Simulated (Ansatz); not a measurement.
Convergence study of the k-point mesh at a smearing width of 0.3 eV for CoAl (P4mm, 2 atoms in the cell)

```yaml
crystal:
  lattice:
    - [2.85142, 0.00000, 0.00000]
    - [0.00000, 2.85142, 0.00000]
    - [0.00000, 0.00000, 2.85142]
  atoms:
    - { symbol: Al, position: [0.50000, 0.50000, 0.51753] }
    - { symbol: Co, position: [0.00000, 0.00000, 0.00000] }
```

Computed with PBEsol, PAW files made with PBE (plane waves; Ansatz, an electronic-structure program).

Base settings: basis.ecutwfc = 420 eV; kpoints.mp_grid.grid = 12 12 12; hamiltonian.xc = pbesol; hamiltonian.pseudopotentials = {kind: paw} (the program's default PAW files); scf.occupations.method = gaussian; scf.occupations.width = 0.1 eV.

In this ladder: scf.occupations.width = 0.3 eV.

Only quantities that move along the ladder and can be compared are tabulated.

The count of work is k-points × plane waves × bands × iterations; it is no time. 

The starting cell has typed, rounded lattice constants, without a prior relaxation at this level. Its lattice was rescaled by up to half a per cent. One atom was moved a little off its site on purpose. Spin polarisation is off. In the base run, with a pressure of about -5 GPa the cell is away from its equilibrium volume at this level. Ansatz's pressure includes its estimate of the finite-basis (Pulay) stress.

```csv
kpoints.mp_grid.grid,free energy less the last step's (meV/atom),pressure (GPa),count of work / last
4 4 4,48.73,-3.53,0.012
5 5 5,-5.63,-5.52,0.010
6 6 6,-0.57,-4.91,0.027
7 7 7,0.25,-5.25,0.027
9 9 9,0.08,-5.15,0.058
10 10 10,-0.47,-5.15,0.086
13 13 13,0.03,-5.12,0.13
15 15 15,0.01,-5.12,0.20
18 18 18,0.00,-5.13,0.37
22 22 22,0.00,-5.13,0.64
27 27 27,0.00,-5.13,1.0
```

Coarsest kpoints.mp_grid.grid that holds the free energy within 2 meV/atom of the last step, with all finer ones: 6 6 6, at 0.027 of the last step's count of work; the step before is off by 5.6 meV/atom.

Coarsest kpoints.mp_grid.grid that holds the pressure within 1 GPa of the last step, with all finer ones: 5 5 5, at 0.010 of the last step's count of work; the step before is off by 1.6 GPa.

Keys are those of Ansatz 0.2.
